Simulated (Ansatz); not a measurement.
The starting structures come from a database of crystals and need not be the phases stable at ambient conditions.

The decay constant κ of evanescent states in the gap governs leakage through a thin film.

Consider the following.

```yaml
crystal:
  lattice:
    - [9.46927, 0.00000, 0.00000]
    - [3.85738, 8.64799, 0.00000]
    - [1.87063, -4.93094, 2.75927]
  atoms:
    - { symbol: Ba, position: [0.33333, 0.00170, 0.33503] }
    - { symbol: Ba, position: [0.66667, 0.99830, 0.66497] }
    - { symbol: Ba, position: [0.00000, 0.00000, 0.00000] }
    - { symbol: Ta, position: [0.66667, 0.50100, 0.16767] }
    - { symbol: Ta, position: [0.33333, 0.49900, 0.83233] }
    - { symbol: Cd, position: [0.00000, 0.50000, 0.50000] }
    - { symbol: O, position: [0.64623, 0.04134, 0.21822] }
    - { symbol: O, position: [0.35377, 0.95866, 0.78177] }
    - { symbol: O, position: [0.17689, 0.51068, 0.68757] }
    - { symbol: O, position: [0.82311, 0.48931, 0.31243] }
    - { symbol: O, position: [0.17688, 0.51068, 0.15691] }
    - { symbol: O, position: [0.82311, 0.48931, 0.84309] }
    - { symbol: O, position: [0.00000, 0.00000, 0.50000] }
    - { symbol: O, position: [0.50000, 0.50000, 0.00000] }
    - { symbol: O, position: [0.50000, 0.50000, 0.50000] }
```

Space group of this cell: P-3m1. The cell is taken as given; by r2SCAN its mean pressure is -5.2 GPa.

Transport runs along the normal of the first two printed cell vectors, the (111) plane of the conventional cell.

The gap is the functional's own. No spin-orbit coupling. Mid-gap values are interpolated on the energy grid.

**Question.** State the band gap and the smallest decay constant κ at mid-gap according to r2SCAN in Ansatz (an electronic-structure program).

**Answer.** Gap 3.98 eV on a 12×12×12 mesh; κ = 0.356 1/Å, at (0.500, 0.500) of the in-plane reciprocal vectors. At the zone centre, at the nearest computed energy, the slowest state has κ = 0.38 1/Å.
